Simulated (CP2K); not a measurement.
Band structure of Sb (R-3m, 2 atoms in the cell).

```yaml
crystal:
  lattice:
    - [4.55280, 0.00000, 0.00000]
    - [2.49648, 3.80731, 0.00000]
    - [2.49648, 1.34835, 3.56056]
  atoms:
    - { symbol: Sb, position: [0.26826, 0.26826, 0.26826] }
    - { symbol: Sb, position: [0.73174, 0.73174, 0.73174] }
```

Method: PBE, GPW, DZVP-MOLOPT-SR-GTH basis, GTH-PBE potentials (GTH_POTENTIALS) in CP2K 2026.2.

Settings: CUTOFF = 400 Ry; REL_CUTOFF = 50 Ry; SMEAR/METHOD = FERMI_DIRAC; ELECTRONIC_TEMPERATURE = 1578.21 K; KPOINTS/SCHEME = MONKHORST-PACK 8 8 8; GAMMA_CENTERED = T; XC_FUNCTIONAL = PBE; Sb/BASIS_SET = DZVP-MOLOPT-SR-GTH-q5; Sb/POTENTIAL = GTH-PBE-q5; METHOD = GPW; EPS_DEFAULT = 1e-10; EXTRAPOLATION = USE_GUESS; NGRIDS = 4; SCF_GUESS = ATOMIC.

The starting cell comes from a database of computed structures (which also holds hypothetical and non-ambient phases and stackings), without a prior relaxation at this level. Its lattice was rescaled by a random factor within 2.5 % of one. Spin-orbit coupling is off. Values carry the incompleteness of an atom-centred basis.

Levels in eV from the Fermi level, bands 2 to 7:
```csv
point,2,3,4,5,6,7
Γ,-4.89,-1.99,-1.77,-1.77,1.93,2.67
L,-9.52,-2.07,-1.92,-0.29,-0.24,0.22
Z,-8.78,-1.40,-1.40,-0.53,0.21,0.21
F,-8.05,-5.30,-3.65,-3.60,1.68,4.88
P1,-8.65,-5.26,-3.20,-2.68,2.50,3.16
P,-8.65,-5.26,-3.20,-2.68,2.50,3.16
```

Bands cross the Fermi level along this path, so the cell is metallic at this level.

Higher empty bands are left out: an atom-centred basis made for the valence describes them poorly.
